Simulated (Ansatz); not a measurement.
Reference: monolayer ZrSe2, PBE, rigid bands (plane waves, PAW, scalar-relativistic; Ansatz, a quantum-chemistry and plane-wave program); axes and stresses refer to this cell.

```
CELL_PARAMETERS angstrom
      3.79880     0.00000     0.00000
     -1.89940     3.28986     0.00000
      0.00000     0.00000    19.09986
ATOMIC_POSITIONS crystal
  Zr 0.00000 0.00000 0.50000
  Se 0.33333 0.66667 0.58285
  Se 0.66667 0.33333 0.41715
```

The band gap is 0.50 eV and the electron conductivity mass comes out as 0.39 mₑ. The hole conductivity mass is 0.23 mₑ.

Change: biaxial strain +1 % with spin-orbit coupling. What happens to band gap, electron conductivity mass, hole conductivity mass?

band gap falls to 0.47 eV; electron conductivity mass rises to 0.43 mₑ; hole conductivity mass falls to 0.188 mₑ.

Masses are for dilute carriers at 300 K, harmonic means over directions unless an axis is named. Spin-orbit coupling is left out unless a row names it; without it hole values are far off for these elements. The structure type is held under load, also where the real crystal would transform.

Model free-standing layer, not matched to a measured one here: monolayer ZrSe2.
